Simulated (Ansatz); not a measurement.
PBE-D3(BJ) against PBEsol-D3(BJ): ZrS2, Zr → Ti

Take ZrS2 in the CdI2 type structure (space group P-3m1, No. 164; a = 3.6348 Å, c = 5.7197 Å; layered, stacked along the Cartesian z axis) as the base.

(Cell as relaxed with PBE-D3(BJ).)

Levels (all Ansatz, a first-principles code, PAW): PBE-D3(BJ) (420 eV, no SOC); PBEsol-D3(BJ) (420 eV, scalar-relativistic without spin-orbit coupling).

Each level relaxes its own structure.

| base | PBE-D3(BJ) | PBEsol-D3(BJ) |
|---|---|---|
| volume per atom | 21.81 Å³ | 20.47 Å³ |
| lattice parameter a | 6.869 bohr | 6.762 bohr |
| band gap | 0.66 eV | 0.29 eV |

Perturbation: every Zr is replaced by Ti; the structure is relaxed again.

```csv
quantity,PBE-D3(BJ),PBEsol-D3(BJ)
c/a ratio,1.643,1.619
lattice parameter a,6.351 bohr,6.232 bohr
```

PBE-D3(BJ)'s c/a ratio lies 0.024 above PBEsol-D3(BJ)'s; PBE-D3(BJ)'s lattice parameter a lies 0.1181 bohr above PBEsol-D3(BJ)'s (1.9 %). Neither level is exact; PBEsol-D3(BJ) is the comparison here, not a measurement.

Stability against distortions was not tested. The final runs are not spin-polarised. A zero or small gap of TiS2 and ZrS2 can be the functional's error rather than a property of the material.
